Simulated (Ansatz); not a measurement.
Take C in the graphite type structure (space group P6_3/mmc, No. 194; a = 2.465 Å, c = 6.729 Å; layered, stacked along the Cartesian z axis) as the base. Axes: x lies along a and z along c of the hexagonal cell.

All numbers come from PBE-D3(BJ), PAW, 420 eV (Ansatz, an electronic-structure program; spin-orbit coupling left out), earlier PAW set.

One thing is altered: an isotropic linear strain of −2.67 %, atoms relaxed at fixed cell.

Task: Predict the stress tensor and what it implies for the stiffness.

Result: Stress of the strained cell less that of the base (GPa, compression positive):
```
   41.5     0.0     0.0
    0.0    41.5     0.0
    0.0     0.0     1.0
```

Then B = −ΔP/(ΔV/V₀) with ΔV/V₀ = -0.0780 gives secant stiffness values (nonlinear terms included at this strain): B (at held cell shape, above the free-shape value) ≈ 359 GPa.

As a check, the harmonic strain energy −½ V₀ Δσ:ε is 62 meV/atom; the computed energy rise is 57 meV/atom.

A case with no gap was solved on a k-mesh chosen for an insulator, which is coarse for it. Whether these cells are dynamically stable was not tested.
